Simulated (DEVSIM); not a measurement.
Device: Al/HfO2/SiO2/n-Si capacitor, at 300 K.

| layer (left to right) | material | thickness (nm) | Nd (cm⁻³) |
|---|---|---|---|
| 1 | HfO2 | 2.60 | - |
| 2 | SiO2 | 0.560 | - |
| 3 | Si | 920 | 3.9e17 |

Metal gate on the left, work function 4.1 eV. Fixed charge at the semiconductor interface 8.8e11 cm⁻² (in units of +e); interface traps 2.8e10 cm⁻² eV⁻¹, uniform in energy, neutral level at 0.5 of the gap above the valence band.

This is a model device: material constants are rounded textbook-type values typed into the input, and sizes, dopings and lifetimes were drawn at random. Values at 300 K.

| parameter | HfO2 | SiO2 | Si |
|---|---|---|---|
| gap (eV) | 5.7 | 9 | 1.124 |
| affinity (eV) | 2.5 | 0.9 | 4.05 |
| permittivity | 22 | 3.9 | 11.7 |
| Nc (cm⁻³) | - | - | 2.86e19 |
| Nv (cm⁻³) | - | - | 3.1e19 |

Model (solved in DEVSIM): 1D Poisson equation in equilibrium, Boltzmann statistics, complete ionisation; no quantum confinement or tunnelling. Metal contacts follow the ideal Schottky-Mott rule: no Fermi-level pinning, no interface dipoles.

The substrate doping was swept, all else fixed.

```
substrate doping (cm^-3)  minimum of the low-frequency capacitance (μF/cm²)  flat-band voltage (V)  threshold voltage (band bending 2φF) (V)
------------------------  -------------------------------------------------  ---------------------  ----------------------------------------
2e16                                                             (withheld)                  -0.18                                (withheld)
3.9e16                                                               0.0757                  -0.16                                     -0.97
7.8e16                                                                0.100                  -0.14                                     -1.00
2e17                                                                  0.153                  -0.12                                     -1.06
3.9e17                                                                0.201                  -0.10                                     -1.10
7.8e17                                                                0.274                  -0.08                                     -1.16
```

Q: Some entries are withheld; supply them.

A: 
- 2e16, minimum of the low-frequency capacitance (μF/cm²): 0.0574
- 2e16, threshold voltage (band bending 2φF) (V): -0.95
